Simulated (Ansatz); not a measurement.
## PbO (space group P4/nmm, No. 129; layered, stacked along the Cartesian z axis)

Space group P4/nmm, origin choice 1 (No. 129); a = b = 4.034 Å, c = 4.995 Å, α = β = γ = 90.00°

| atom | site | symmetry | x | y | z |
|---|---|---|---|---|---|
| Pb | 2c | 4mm | 0.5000 | 0.0000 | 0.2377 |
| O | 2a | -4m2 | 0.0000 | 0.0000 | 0.0000 |

Calculations: PBE-D3(BJ) (Ansatz, an electronic-structure program; PAW; 420 eV plane waves; no spin-orbit coupling). Settings: 8×8×7 k-points, 0.05 eV Fermi–Dirac smearing.

| Property | Result |
|---|---|
| Volume per atom | 20.32 Å³ |
| Density | 9.12 g/cm³ |
| Band gap | 1.27 eV (uncertain: the edges found on the path are not clean extrema) |
| Total energy | -6237.008 eV/atom (σ→0; compares only within this code and set-up) |

Spin-orbit coupling, missing from the scalar runs, can matter with Pb. No phonon test of stability was made. The program warned that a D3 coordination switch lies within reach, so dispersion energies are less smooth here.
